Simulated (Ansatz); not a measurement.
The starting structures come from a database of crystals and need not be the phases stable at ambient conditions.

 Where the default PAW files enter, the runs use the earlier of Ansatz's two default sets.

Evanescent states of K₄BeAs₂ (R-3m, not sure to be the ambient phase, 7 atoms a cell, 34.4 Å³ an atom) along the normal of (001)

The numbers are results of r2SCAN (plane waves, PAW; Ansatz, an electronic-structure program), not measurements.

The gap is the functional's own, uncorrected, and κ follows it; spin-orbit coupling is left out. Mid-gap values are interpolated between the computed energies.

Energies count from the valence-band top; κ is the least over a 6×6 mesh across the current.

| E (eV) | κ (1/Å) | where |
|---|---|---|
| 0.04 | 0.206 | off Γ |
| 0.12 | 0.220 | off Γ |
| 0.20 | 0.226 | Γ |
| 0.28 | 0.223 | Γ |
| 0.36 | [?] | Γ |
| 0.44 | [?] | Γ |
| 0.52 | [?] | Γ |
| 0.60 | [?] | Γ |
| 0.68 | [?] | Γ |
| 0.76 | [?] | Γ |
| 0.84 | [?] | Γ |
| 0.92 | [?] | Γ |
| 1.00 | 0.146 | Γ |
| 1.08 | 0.128 | Γ |
| 1.16 | 0.106 | Γ |
| 1.24 | 0.074 | Γ |

Question: Some entries are withheld; supply them.

Answer: 
- 0.36, κ (1/Å): 0.219
- 0.44, κ (1/Å): 0.214
- 0.52, κ (1/Å): 0.208
- 0.60, κ (1/Å): 0.202
- 0.68, κ (1/Å): 0.194
- 0.76, κ (1/Å): 0.184
- 0.84, κ (1/Å): 0.174
- 0.92, κ (1/Å): 0.161
